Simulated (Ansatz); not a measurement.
**Si, carrier doping**

The reference is Si in the diamond structure (space group Fd-3m, No. 227).

```xyz
2
Lattice="0.0000 2.7220 2.7220 2.7220 0.0000 2.7220 2.7220 2.7220 0.0000" Properties=species:S:1:pos:R:3 pbc="T T T"
Si     2.7220     2.7220     2.7220
Si     4.0830     4.0830     4.0830
```

Carriers are added at fixed cell with a uniform background; the Fermi–Dirac width is that of 300 K.

Computed with Kohn–Sham DFT with the r2SCAN functional, run in Ansatz (a program for electronic structure) with PAW and 500 eV plane waves, spin-orbit coupling left out, earlier PAW set.

Candidates:
(a) holes 2.0×10^21 cm⁻³
(b) holes 3.0×10^21 cm⁻³
(c) electrons 2.0×10^21 cm⁻³
(d) holes 1.0×10^21 cm⁻³

Before the change:

Gap between the host's bands: 0.77 eV

Order them by gap between the host's bands, lowest first.

(c) electrons 2.0×10^21 cm⁻³ (0.75 eV), (d) holes 1.0×10^21 cm⁻³ (0.79 eV), (a) holes 2.0×10^21 cm⁻³ (0.81 eV), (b) holes 3.0×10^21 cm⁻³ (0.83 eV)

Carriers are added with a uniform compensating background; total energy and stress of such cells depend on the potential's zero and are not compared; many-body gap narrowing is missing at this level. Whether these cells are dynamically stable was not tested.
